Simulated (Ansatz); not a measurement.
Ansatz (an electronic-structure program), DFT, r2SCAN, plane waves, its default PAW files: TiO2 (from the phase in space group 60, mp-1439) (O8Ti4), 12 atoms, spin-polarised from a ferromagnetic start (1 μB on Ti), ending non-magnetic. Basis and mesh were picked for this test and aren't claimed converged.

```
Quantity                                                           Value
---------------------------------------  -------------------------------
cell                                     4.55, 5.52, 4.91 Å; 90, 90, 90°
task                                                        single point
k mesh                                                             6×4×6
hamiltonian.xc                                                    r2scan
kind of files                                                        paw
scf.occupations.method                                       fermi_dirac
scf.occupations.width                                            0.05 eV
output.forces                                                       true
magnetization.spin_polarized                                        true
binding of workers (--pin)                                           off
k-point pools (--kpoint-pools)                                         1
memory maximum (--max-ram)                                          8GiB
accuracy                                                medium (default)
basis.precision                                           auto (default)
basis.xc_grid                                                4 (default)
scf.eigensolver.kind                                      auto (default)
scf.convergence.dr2_threshold                            1e-07 (default)
scf.lower_state_search                                   light (default)
k-points after symmetry (for each spin)                               48
bands at the start                                                    62
electrons                                                             96
plane waves at Γ                                                    3117
cutoff (eV)                                                          500
FFT grid                                                        36×45×36
symmetry operations                                                    8
```

Settings of this run: scf.mixing.algorithm = broyden, scf.mixing.preconditioner = auto, scf.mixing.beta = 0.1, scf.algorithm = auto; 4 threads.

```tsv
iteration	dr2 (eV)	Hψ
1	7.42e0	22417
2	5.30e0	7469
3	1.40e0	8789
4	7.41e-1	8736
5	7.35e-2	8871
6	2.67e-2	10377
7	2.29e-2	5952
8	5.50e-3	9209
9	3.81e-3	7347
10	3.34e-4	9513
11	1.56e-4	10694
12	1.22e-5	10560
13	9.71e-6	5952
14	2.42e-6	9993
15	1.61e-6	5952
16	5.05e-8	9015
17	1.92e-8	9720
18	5.57e-9	8588
19	2.01e-9	10555
20	1.45e-9	14198
21	1.34e-10	11299
```

It converged after 21 SCF iterations (all cycles of the run, searches included).

**Question.** Which change of one setting makes this cycle converge in far fewer steps?

**Answer.** This is not unique; one that fits is scf.mixing.beta = 1 (11 SCF iterations (all cycles of the run, searches included)), all else kept. The other changes of this size gave: scf.mixing.beta = 0.7 (12); scf.mixing.beta = not set (16); scf.mixing.beta = 0.3 (16). The first change moves the result by: energy under 0.001 meV/atom, forces (largest component) 0.010 meV/Å, magnetization equal as printed, absolute magnetization under 0.001 μB/atom. Counts are of single runs.

Keys are those of Ansatz 0.2.
